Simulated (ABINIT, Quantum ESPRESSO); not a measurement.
A Quantum ESPRESSO input for a self-consistent single point of MoN2 (C2/m, 6 atoms in the cell) (DFT, PBEsol, plane waves, GBRV 1.5 ultrasoft (PBESOL) pseudopotentials):

```fortran
&control
   calculation = 'scf'
   prefix = 'scf'
   outdir = './tmp'
   pseudo_dir = './'
   tprnfor = .true.
   tstress = .true.
/
&system
   ibrav = 0
   nat = 6
   ntyp = 2
   ecutwfc = 40
   ecutrho = 320
   occupations = 'smearing'
   smearing = 'fd'
   degauss = 0.0073499
/
&electrons
   conv_thr = 1.0d-10
/
ATOMIC_SPECIES
Mo    95.9500  mo_pbesol_v1.uspp.F.UPF
N     14.0070  n_pbesol_v1.2.uspp.F.UPF
ATOMIC_POSITIONS crystal
Mo    0.3831500000    0.3831500000    0.6921600000
Mo    0.6168500000    0.6168500000    0.3078400000
N     0.1666000000    0.1666000000    0.4434700000
N     0.8334000000    0.8334000000    0.5565300000
N     0.4150000000    0.4150000000    0.1550900000
N     0.5850000000    0.5850000000    0.8449100000
K_POINTS automatic
6 6 6  0 0 0
CELL_PARAMETERS angstrom
   5.3604130000    -1.8675100000     0.0000000000
   5.3604130000     1.8675100000     0.0000000000
  -1.5844910000     0.0000000000     3.8701020000
```

Problem. Give the ABINIT input for the same structure, mesh, smearing and functional.

Solution. This is the input that was run; spellings and numerical settings could be chosen otherwise.

```
# MoN2, PseudoDojo nc-sr-04 PBEsol standard
pp_dirpath "./"
pseudos "Mo.upf, N.upf"
acell 3*1.0 Angstrom
rprim
         5.3604130000   -1.8675100000   -0.0000000000
         5.3604130000    1.8675100000    0.0000000000
        -1.5844910000    0.0000000000    3.8701020000
natom 6
ntypat 2
znucl 42 7
typat 1 1 2 2 2 2
xred
         0.3831500000    0.3831500000    0.6921600000
         0.6168500000    0.6168500000    0.3078400000
         0.1666000000    0.1666000000    0.4434700000
         0.8334000000    0.8334000000    0.5565300000
         0.4150000000    0.4150000000    0.1550900000
         0.5850000000    0.5850000000    0.8449100000
ecut 42
ixc -116133
occopt 3
tsmear 0.1 eV
nband 31
kptopt 1
ngkpt 6 6 6
nshiftk 1
shiftk 0 0 0
nstep 50
tolvrs 1.0e-10
prtwf 0
prtden 0
enunit 2
```

Basis, cutoffs, solver keys and any potentials are the target program's own. This input uses DFT, PBEsol, plane waves, norm-conserving pseudopotentials (PseudoDojo nc-sr-04 PBEsol standard).

The starting cell comes from a database of computed structures (which also holds hypothetical and non-ambient phases and stackings), without a prior relaxation at this level. Its lattice was rescaled by a random factor within 2.5 % of one.
